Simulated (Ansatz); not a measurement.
## Co_Li+V_Li (ferroelectric LiNbO3 host)

Calculation: PBE, PAW (plane waves to 420 eV; Ansatz, a quantum-chemistry and plane-wave program). A supercell of 120 sites (2×2×1 repeats of a cell of 30 atoms) was used; the energies come from a 2×2×2 Γ-centred sampling of its zone. Sites at the start: the Li site; Li 3.80 Å away. These values are not converged in cell size to better than tenths of an eV. PBE underestimates the host's gap, which shifts levels and can delocalise carriers. Spin–orbit coupling is left out, and no Hubbard U is applied to the open shells. Each state is the lowest found from its start.

The name describes the start; the neighbours show where the atoms ended.

```json
[
 {"charge": "0", "moment (μB)": "3.0", "point group": "C1", "largest move off a lattice site (Å)": "0.13", "neighbours of the last Co atom of the defect at the end (Å)": "O 2.02, O 2.05, O 2.05, O 2.15, O 2.20, O 2.21", "above the lowest spin state (eV)": "0.00"},
 {"charge": "0", "moment (μB)": "3.0", "point group": "C1", "largest move off a lattice site (Å)": "0.13", "neighbours of the last Co atom of the defect at the end (Å)": "O 2.02, O 2.05, O 2.06, O 2.15, O 2.20, O 2.21", "above the lowest spin state (eV)": "0.00"}
]
```

Point groups are those of the whole cell at tolerances of 0.03 and 0.1 Å ("near" where only the looser one holds); none is given for unsettled states.

Starting moments that weren't kept: charge 0 began with 1 μB and ended with 3.0.

Flagged in the runs: a host whose relaxation on this sampling wasn't shown to rest.

All states together cost roughly 7 core-hours.
